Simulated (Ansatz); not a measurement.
Hypothetical I4_132 As, pressure series

Start from As (space group I4_132, No. 214; a hypothetical phase, not in the database extracts checked).

```yaml
crystal:
  lattice:
    - [-3.45103, 3.45103, 3.45103]
    - [3.45103, -3.45103, 3.45103]
    - [3.45103, 3.45103, -3.45103]
  atoms:
    - { symbol: As, position: [0.00000, 0.25000, 0.50000] }
    - { symbol: As, position: [0.25000, 0.50000, 0.00000] }
    - { symbol: As, position: [0.50000, 0.00000, 0.25000] }
    - { symbol: As, position: [0.25000, 0.25000, 0.25000] }
```

Cell and atoms are relaxed at each pressure.

Level of theory: Ansatz (a first-principles code) PBEsol, scalar-relativistic without spin-orbit coupling.

| pressure (GPa) | volume per atom (Å³/atom) |
|---|---|
| -2 | 44.096 |
| -1 | 42.470 |
| 0 | 41.100 |
| 0.3 | 40.724 |
| 1.5 | ? |
| 3 | 37.931 |
| 5 | 36.367 |
| 7.5 | 34.637 |
| 10 | 33.136 |

Task: Fit the third-order Birch–Murnaghan form P(V) = (3B₀/2)[(V₀/V)^(7/3) − (V₀/V)^(5/3)]·[1 + (3/4)(B₀′ − 4)((V₀/V)^(2/3) − 1)] (squares taken in P) to the rows shown and predict the withheld row.

Result: Least squares on the printed values gives V₀ = 41.134 Å³/atom, B₀ = 32.9 GPa, B₀′ = 3.3; this predicts 39.422 Å³/atom, and the run gives 39.367 Å³/atom, 0.055 lower.

Load acts through the strain it causes; cell and atoms are relaxed under it. Stability against distortions was not tested. Competing high-pressure phases were not computed.
